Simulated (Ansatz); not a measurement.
## GaAs: tensor shear ε_xy = +1.71 %

The reference is GaAs in the zinc blende structure (space group F-43m, No. 216; a = 5.667 Å). Axes: x, y, z lie along the cube axes.

The change: tensor shear ε_xy = +1.71 % (engineering shear γ = 0.0342), atoms relaxed at fixed cell.

Method: plane-wave PAW DFT at the r2SCAN level (Ansatz, a first-principles code, 500 eV), spin-orbit coupling left out. Γ-centred 10×10×10 mesh, Fermi–Dirac width 0.05 eV.

Volume per atom: 22.74 Å³ (base 22.75 Å³)
Shortest interatomic distance: 2.441 Å (base 2.454 Å)
Energy relative to the base (free energy F): +5.0 meV/atom
Pressure (mean of the normal stresses, compression positive): 0.04 GPa (base 0.00 GPa)
Band gap: 0.80 eV (base 0.96 eV)
Gap character: direct at Γ (base direct at Γ)
Valence-band top at Γ (three highest levels, from the VBM): 0.00, -0.15, -0.26 eV (base 0.00, 0.00, 0.00 eV)
Valley order (the lowest conduction-band minima on the path, energy above the VBM, named in the base's zone): Γ 0.80 eV; L along [1-1-1] 1.04 eV; L along [111] 1.39 eV; X along [001] 1.43 eV (base Γ 0.96 eV; L along ⟨111⟩ 1.35 eV; a point along ⟨100⟩, about 1.0 Å⁻¹ from Γ 1.72 eV)
Largest internal atomic displacement: 0.013 Å
Stress (xx, yy, zz, yz, xz, xy; compression positive): (0.07, 0.07, -0.01, 0.00, 0.00, -2.07) GPa

Final structure:

```yaml
crystal:
  lattice:
    - [0.04845, 2.83335, 2.83335]
    - [2.83335, 0.04845, 2.83335]
    - [2.88180, 2.88180, 0.00000]
  atoms:
    - { symbol: Ga, position: [0.00223, 0.00223, 0.99777] }
    - { symbol: As, position: [0.24777, 0.24777, 0.25223] }
```

The cells carry an imposed strain or load. Stability against distortions was not tested. Labels are those of the standard path for the cell's own space group.
